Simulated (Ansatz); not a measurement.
# ZnO, response to strain

Take ZnO in the wurtzite structure (space group P6_3mc, No. 186; a = 3.187 Å, c = 5.153 Å) as the base. Axes: x lies along a and z along c of the hexagonal cell.

Strains are applied to the cell and any free atomic positions relax.

Computed with DFT with LDA, PAW potentials and a 420 eV plane-wave cutoff in Ansatz (a quantum-chemistry and plane-wave program), no SOC.

Notes on the quantities. pressure: mean of the normal stresses, compression positive; energy relative to the base: free energy F.

```json
[
 {"case": "base", "pressure": "0.00 GPa", "electron mass": "0.15 mₑ (at Γ)", "band gap": "0.80 eV", "energy relative to the base": "0 meV/atom"},
 {"case": "uniaxial strain ε_xx = −3.00 %", "pressure": "5.11 GPa", "electron mass": "0.16 mₑ (at Γ)", "band gap": "0.79 eV", "energy relative to the base": "+7.1 meV/atom"},
 {"case": "uniaxial strain ε_xx = −2.40 %", "pressure": "?", "electron mass": "0.15 mₑ (at Γ)", "band gap": "0.79 eV", "energy relative to the base": "?"},
 {"case": "uniaxial strain ε_xx = −1.80 %", "pressure": "3.00 GPa", "electron mass": "0.15 mₑ (at Γ)", "band gap": "0.79 eV", "energy relative to the base": "+2.5 meV/atom"},
 {"case": "uniaxial strain ε_xx = −1.20 %", "pressure": "1.97 GPa", "electron mass": "0.15 mₑ (at Γ)", "band gap": "0.80 eV", "energy relative to the base": "+1.1 meV/atom"},
 {"case": "uniaxial strain ε_xx = −0.60 %", "pressure": "0.97 GPa", "electron mass": "0.15 mₑ (at Γ)", "band gap": "0.80 eV", "energy relative to the base": "+0.3 meV/atom"}
]
```

Q: What belongs in the blanks?

A: 
- uniaxial strain ε_xx = −2.40 %, pressure: 4.04 GPa
- uniaxial strain ε_xx = −2.40 %, energy relative to the base: +4.5 meV/atom

Masses are band curvatures over ±0.01 Å⁻¹ around the edge. Stability against distortions was not tested.
